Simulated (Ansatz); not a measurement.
## Ru3Si (model structure, started from the A15 type, Pm-3n, No. 223, 8 atoms in the cell)

Computed with LDA in Ansatz (plane waves, PAW).

Numerical settings: plane-wave cutoff 520 eV, 12×12×12 k mesh, Fermi–Dirac smearing 0.05 eV, no spin polarisation, scalar-relativistic PAW data made under PBE.

Cell (relaxed at this level):

```cif
data_Ru6Si2
_chemical_formula_sum 'Ru6 Si2'
_space_group_name_H-M_alt 'P 1'
_space_group_IT_number 1
_cell_length_a 4.71689
_cell_length_b 4.71689
_cell_length_c 4.71689
_cell_angle_alpha 90.000
_cell_angle_beta 90.000
_cell_angle_gamma 90.000
loop_
_space_group_symop_operation_xyz
  'x, y, z'
loop_
_atom_site_label
_atom_site_type_symbol
_atom_site_fract_x
_atom_site_fract_y
_atom_site_fract_z
_atom_site_occupancy
Ru1 Ru 0.25000 0.00000 0.50000 1
Ru2 Ru 0.75000 0.00000 0.50000 1
Ru3 Ru 0.00000 0.50000 0.25000 1
Ru4 Ru 0.00000 0.50000 0.75000 1
Ru5 Ru 0.50000 0.25000 0.00000 1
Ru6 Ru 0.50000 0.75000 0.00000 1
Si1 Si 0.00000 0.00000 0.00000 1
Si2 Si 0.50000 0.50000 0.50000 1
```

* **bulk modulus**: 298 GPa

Note: the run has no spin polarisation, so it can have missed a magnetic state; the bulk modulus is −V dP/dV from two relaxed cells at ±2 % in volume; the relaxation could raise the start's symmetry but not lower it, so the cell can be a saddle point.

The computed numbers hold no vibrational or temperature effects.

Computing time: around 2.9 core-minutes (rough).

A model structure was made by putting elements into a prototype or built by hand; it is no filed structure, need not be a known phase, and can be a saddle point held by its symmetry.

Ansatz is a program for electronic structure.
